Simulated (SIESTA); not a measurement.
Input and output of a self-consistent single point for Nb (Im-3m, 1 atom in the cell) (SIESTA).

Method: GGA PBE with spin-orbit coupling, numerical atomic orbitals DZP, PseudoDojo PBE fully relativistic norm-conserving potentials (rewritten from UPF to PSML) in SIESTA.

```xyz
1
Lattice="-1.6565 1.6565 1.6565 1.6565 -1.6565 1.6565 1.6565 1.6565 -1.6565" Properties=species:S:1:pos:R:3 pbc="T T T"
Nb     0.0000     0.0000     0.0000
```

Reference input (self-consistent single point, DFT, GGA PBE, numerical atomic orbitals DZP, PseudoDojo PBE standard norm-conserving potentials (rewritten from UPF to PSML)): XC.functional = GGA; XC.authors = PBE; potentials = PseudoDojo PBE standard; PAO.BasisSize = DZP; PAO.EnergyShift = 0.01 Ry; MeshCutoff = 400 Ry; kgrid.MonkhorstPack = 9 9 9; OccupationFunction = FD; ElectronicTemperature = 0.05 eV; MaxSCFIterations = 150; SCF.Mixer.Method = Broyden; SCF.Mixer.Weight = 0.2. This run's input differs from it in these lines:

```diff
@@ -1,2 +1,2 @@
-# files in the folder: Nb.psml (PseudoDojo PBE standard)
+# files in the folder: Nb.psml (PseudoDojo PBE fully relativistic)
 SystemName  Nb
@@ -32,2 +32,6 @@
 ElectronicTemperature        0.05 eV
+Spin                         spin-orbit
+%block DM.InitSpin
+  1 0.00 0.00 0.00
+%endblock DM.InitSpin
```

The program printed (abridged):

```
        iscf     Eharris(eV)        E_KS(eV)     FreeEng(eV)     dDmax    Ef(eV) dHmax(eV)
   scf:    1    -1688.256167    -1693.252191    -1693.263721  0.261973 -3.077443  5.573292
     spin moment: {S} , |S| = {   -0.00000   -0.00000   -0.00000 }     0.00000
   scf:    2    -1694.149345    -1693.716880    -1693.726132  0.069676 -3.427458  3.765668
     spin moment: {S} , |S| = {   -0.00000    0.00000   -0.00000 }     0.00000
   scf:    3    -1694.322072    -1694.096991    -1694.109185  0.115753 -4.169397  0.044567
     spin moment: {S} , |S| = {    0.00000    0.00000    0.00000 }     0.00000
   scf:    4    -1694.097349    -1694.097195    -1694.109384  0.001806 -4.169188  0.029261
     spin moment: {S} , |S| = {    0.00000    0.00000    0.00000 }     0.00000
   scf:    5    -1694.097284    -1694.097243    -1694.109427  0.002513 -4.184990  0.025824
     spin moment: {S} , |S| = {    0.00000    0.00000    0.00000 }     0.00000
   scf:    6    -1694.097283    -1694.097247    -1694.109437  0.000435 -4.195014  0.000588
     spin moment: {S} , |S| = {   -0.00000   -0.00000    0.00000 }     0.00000
   scf:    7    -1694.097247    -1694.097246    -1694.109437  0.000008 -4.195281  0.000063
     spin moment: {S} , |S| = {    0.00000   -0.00000    0.00000 }     0.00000
SCF Convergence by DM+H criterion
max |DM_out - DM_in|         :     0.0000077052
max |H_out - H_in|      (eV) :     0.0000630481
SCF cycle converged after 7 iterations

Using DM_out to compute the final energy and forces

siesta: E_KS(eV) =            -1694.0972

siesta: E_KS - E_eggbox =     -1694.0972

siesta: Atomic forces (eV/Ang):
     1   -0.000000    0.000000    0.000000
   Tot   -0.000000    0.000000    0.000000
   Max    0.000000
   Res    0.000000    sqrt( Sum f_i^2 / 3N )
   Max    0.000000    constrained

Stress tensor Voigt[x,y,z,yz,xz,xy] (kbar):       24.62       24.62       24.62        0.02        0.02        0.02
(Free)E + p*V (eV/cell)    -1694.3889
Target enthalpy (eV/cell)    -1694.1094

siesta: Program's energy decomposition (eV):
siesta: Enl(+so)=       209.091503
siesta: Eso(nil)=         0.000000
   [... lines left out ...]
siesta: FreeEng =     -1694.109437
   [... lines left out ...]
siesta:     0.015370    0.000012    0.000012
siesta:     0.000012    0.015370    0.000012
siesta:     0.000012    0.000012    0.015370

siesta: Cell volume =         18.181462 Ang**3

siesta: Pressure (static):
siesta:                Solid            Molecule  Units
siesta:          -0.00016740         -0.00016740  Ry/Bohr**3
siesta:          -0.01536955         -0.01536955  eV/Ang**3
siesta:         -24.62472872        -24.62472872  kBar
```

The run converged in 7 iterations. Against the reference run the pressure goes from -2.31 to -2.46 GPa.

The starting cell comes from a database of computed structures (which also holds hypothetical and non-ambient phases and stackings), without a prior relaxation at this level. Its lattice was rescaled by a random factor within 2.5 % of one. Values carry the incompleteness of an atom-centred basis.

Cost on one core of a shared machine: roughly 70 s.
